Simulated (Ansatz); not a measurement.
Al2Cu (I4/mcm, No. 140), treated with PBE in Ansatz (PAW).

Run with plane-wave cutoff 520 eV, 18×18×18 k mesh, Fermi–Dirac smearing 0.087 eV (set by the program), no spin polarisation, scalar-relativistic PAW data made under PBE.

Computed at the level's own relaxed cell.

```
Al2Cu
1.0
   -3.02872     3.02872     2.43847
    3.02872    -3.02872     2.43847
    3.02872     3.02872    -2.43847
Al Cu
4 2
Direct
  0.15845   0.65845   0.81689
  0.65845   0.84155   0.50000
  0.34155   0.15845   0.50000
  0.84155   0.34155   0.18311
  0.25000   0.25000   0.00000
  0.75000   0.75000   0.00000
```

Q: Give the elastic tensor (Voigt notation, GPa, ions relaxed, in the Cartesian axes of the cell as printed).

A: 
```
  169.8    72.3    59.6     0.0     0.0     0.0
   72.3   169.8    59.6     0.0     0.0     0.0
   59.6    59.6   175.1     0.0     0.0     0.0
    0.0     0.0     0.0    29.0     0.0     0.0
    0.0     0.0     0.0     0.0    29.0     0.0
    0.0     0.0     0.0     0.0     0.0    47.0
```

Ansatz is a quantum-chemistry and plane-wave program.
